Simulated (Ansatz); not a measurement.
The parent structure is GaAs in the zinc blende structure (space group F-43m, No. 216).

```yaml
crystal:
  lattice:
    - [0.00000, 2.83278, 2.83278]
    - [2.83278, 0.00000, 2.83278]
    - [2.83278, 2.83278, 0.00000]
  atoms:
    - { symbol: As, position: [0.75000, 0.75000, 0.75000] }
    - { symbol: Ga, position: [0.00000, 0.00000, 0.00000] }
```

Cartesian axes are those of the cell as printed.

Computed with r2SCAN (Ansatz, a quantum-chemistry and plane-wave program), spin-orbit coupling left out, earlier PAW set.

It is then changed as follows: the cell is compressed by 5.52 % along x with no lateral relaxation; the atoms relax in the strained cell.

Task: What happens to the stress and energy relative to the base?

Result: The stress (xx, yy, zz, yz, xz, xy; compression positive) comes out as (6.90, 3.47, 3.47, 0.00, 0.00, 0.00) GPa; the energy grows by 27 meV/atom.

No phonon test of stability was made.
